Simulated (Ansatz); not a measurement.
# HfO2, response to strain

The reference is HfO$_{2}$ in the fluorite structure (space group Fm-3m, No. 225).

Space group Fm-3m (No. 225); a = 5.0438 Å, b = 5.0438 Å, c = 5.0438 Å, α = 90.00°, β = 90.00°, γ = 90.00°

| atom | site | symmetry | x | y | z |
|---|---|---|---|---|---|
| Hf | 4a | m-3m | 0.0000 | 0.0000 | 0.0000 |
| O | 8c | -43m | 0.2500 | 0.2500 | 0.2500 |
(The calculation used a cell of 3 atoms; values per cell refer to that cell.)

Strains are applied to the cell and any free atomic positions relax.

Level of theory: Kohn–Sham DFT with the PBEsol functional, run in Ansatz (a program for electronic structure) with PAW and 420 eV plane waves, no spin-orbit coupling.

Candidates:
(a) isotropic strain +1.00 %
(b) isotropic strain −2.00 %
(c) isotropic strain −0.50 %
(d) isotropic strain +1.50 %
(e) isotropic strain −1.50 %

Notes on the quantities. energy relative to the base: free energy F.

Q: Order them by energy relative to the base, lowest first.

A: (c) isotropic strain −0.50 % (+2.1 meV/atom), (a) isotropic strain +1.00 % (+7.7 meV/atom), (d) isotropic strain +1.50 % (+17 meV/atom), (e) isotropic strain −1.50 % (+19 meV/atom), (b) isotropic strain −2.00 % (+34 meV/atom)

No phonon test of stability was made. This is not the structure that HfO2 has at room temperature and ambient pressure.
